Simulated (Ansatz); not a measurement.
The reference is Ca in the fcc (Cu type) structure (space group Fm-3m, No. 225; a = 5.568 Å; relaxed with 0.1 eV smearing). Axes: x, y, z lie along the cube axes.

All numbers come from r2SCAN, PAW, 500 eV (Ansatz, a first-principles code; spin-orbit coupling left out).

Before the change:

| Property | Value |
|---|---|
| Shortest interatomic distance | 393.7 pm |

One thing is altered: uniaxial strain ε_zz = −3.55 %, all other strain components held at zero; the atoms relax in the strained cell.

**Question.** What happens to the energy relative to the base, stress and shortest interatomic distance?

**Answer.** The energy goes up by 3.8 meV/atom; the stress (xx, yy, zz, yz, xz, xy; compression positive) amounts to (0.6, 0.6, 0.8, 0.0, 0.0, 0.0) GPa; the shortest interatomic distance shrinks by 6.9 pm (393.7 pm → 386.8 pm).

No phonon test of stability was made.
